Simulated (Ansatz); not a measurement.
# Response to strain in La2O3

The parent structure is La2O3 (space group P-3m1, No. 164; a = 3.9352 Å, c = 6.1257 Å). Axes: x lies along a and z along c of the hexagonal cell.

Strains are applied to the cell and any free atomic positions relax; under stress the whole cell relaxes.

Levels (all Ansatz, an electronic-structure program, PAW, earlier PAW set): r2SCAN (500 eV, no spin-orbit coupling); HSE06 (420 eV, no spin-orbit coupling).

Band gaps by level, all at the geometries relaxed with r2SCAN:

```json
[
 {"case": "base", "r2SCAN": "4.23 eV", "HSE06": "5.29 eV"},
 {"case": "isotropic strain −1.23 %", "r2SCAN": "4.28 eV", "HSE06": "?"},
 {"case": "uniaxial strain ε_yy = +1.51 %", "r2SCAN": "4.16 eV", "HSE06": "?"},
 {"case": "uniaxial stress, 2 GPa compression along x", "r2SCAN": "4.16 eV", "HSE06": "?"}
]
```

**Question.** What belongs in the blanks?

**Answer.** 
- isotropic strain −1.23 %, HSE06: 5.35 eV
- uniaxial strain ε_yy = +1.51 %, HSE06: 5.21 eV
- uniaxial stress, 2 GPa compression along x, HSE06: 5.25 eV

Single points use the geometry relaxed with r2SCAN. HSE06 was sampled on its mesh, a few special points and the semilocal edge points, so its gap is an upper bound. Stability under load was not tested beyond the relaxation.
